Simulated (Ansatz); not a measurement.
Base system: SiC (space group P6_3mc, No. 186; a = 3.079 Å, c = 15.108 Å).

Structures relaxed with Ansatz (a first-principles code), r2SCAN, PAW, cutoff 500 eV, no SOC, earlier PAW set.

Base:

Simulated powder pattern, Cu Kα, λ = 1.54184 Å (kinematic, ideal powder, no thermal factors, no anomalous dispersion; the 10 strongest lines at most, above 2 %, up to 2θ = 90°):

```
2θ (°)  I/Imax (%)    hkl
------  ----------  -----
34.15           56  (101)
35.66           67  (006)
35.71          100  (102)
38.19           60  (103)
41.46           24  (104)
54.72           12  (107)
60.03           31  (108)
60.11           61  (110)
65.73           28  (109)
71.89           47  (116)
```

Perturbation: Ti takes the place of Si on all its sites, then cell and atoms are relaxed.

After the change:

Simulated powder pattern, Cu Kα, λ = 1.54184 Å (kinematic, ideal powder, no thermal factors, no anomalous dispersion; the 10 strongest lines at most, above 2 %, up to 2θ = 90°):

| 2θ (°) | I/Imax (%) | hkl |
|---|---|---|
| 30.95 | 56 | (101) |
| 32.54 | 100 | (102) |
| 34.43 | 65 | (006) |
| 35.05 | 75 | (103) |
| 38.31 | 41 | (104) |
| 51.39 | 16 | (107) |
| 54.03 | 59 | (110) |
| 56.56 | 21 | (108) |
| 62.07 | 20 | (109) |
| 65.65 | 47 | (116) |

The indices refer to each structure's own conventional cell; one index is shown for lines that coincide.

No phonon test of stability was made. As relaxed here, TiC is a hypothetical phase, not in the database extracts checked. The final runs are not spin-polarised.
